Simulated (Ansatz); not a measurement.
Start from TiO2 (space group Pbcn, No. 60; a = 4.5384 Å, b = 5.4951 Å, c = 4.8792 Å; a cell from a computed database, its experimental status unchecked). Axes: x, y, z lie along a, b, c of the conventional cell.

All numbers come from DFT with PBEsol, PAW potentials and a 420 eV plane-wave cutoff in Ansatz (a program for electronic structure), no SOC, earlier PAW set.

Strains are applied to the cell and any free atomic positions relax; under stress the whole cell relaxes.

One change was made to it. Results:

The volume per atom stays essentially unchanged (10.14 Å³ against 10.13 Å³); the energy hardly moves.

### Question
Which of these changes matches the shifts?
A) strain tensor (xx, yy, zz, yz, xz, xy) = (−1.16, −0.36, +2.71, −0.36, −0.92, +0.16) %
B) strain tensor (xx, yy, zz, yz, xz, xy) = (+1.09, +1.02, +0.75, −0.77, +0.36, −1.38) %
C) uniaxial stress, 1 GPa compression along x

### Answer
C, uniaxial stress, 1 GPa compression along x. For comparison, the energy relative to the base in the other runs: strain tensor (xx, yy, zz, yz, xz, xy) = (−1.16, −0.36, +2.71, −0.36, −0.92, +0.16) % gives +7.7 meV/atom; strain tensor (xx, yy, zz, yz, xz, xy) = (+1.09, +1.02, +0.75, −0.77, +0.36, −1.38) % gives +7.3 meV/atom.

Beyond what the load breaks, stability against distortions was not tested. All final runs are without spin polarisation. This is not the structure that TiO2 has at room temperature and ambient pressure.
